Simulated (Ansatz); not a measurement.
Hf, response to strain

The parent structure is Hf in the hcp (Mg type) structure (space group P6_3/mmc, No. 194; a = 3.1174 Å, c = 4.9501 Å; relaxed with 0.1 eV smearing). Axes: x lies along a and z along c of the hexagonal cell.

Strains are applied to the cell and any free atomic positions relax.

All numbers come from LDA (Ansatz, a quantum-chemistry and plane-wave program; PAW; 420 eV plane waves; scalar-relativistic without spin-orbit coupling).

Notes on the quantities. energy relative to the base: free energy F.

| case | energy relative to the base | shortest interatomic distance |
|---|---|---|
| base | 0 meV/atom | 3.060 Å |
| tensor shear ε_xz = +0.57 % | +0.4 meV/atom | 3.046 Å |
| tensor shear ε_xz = +1.43 % | +2.3 meV/atom | 3.024 Å |
| tensor shear ε_xz = +0.29 % | +0.1 meV/atom | 3.053 Å |
| tensor shear ε_xz = +1.14 % | … | … |
| tensor shear ε_xz = +1.71 % | +3.3 meV/atom | 3.019 Å |
| tensor shear ε_xz = +0.86 % | +0.8 meV/atom | 3.039 Å |
| tensor shear ε_xz = +2.00 % | +4.5 meV/atom | 3.012 Å |

Q: Some entries are withheld; estimate them.

A: 
- tensor shear ε_xz = +1.14 %, energy relative to the base: +1.5 meV/atom
- tensor shear ε_xz = +1.14 %, shortest interatomic distance: 3.032 Å

Stability against distortions was not tested. The final runs are not spin-polarised.
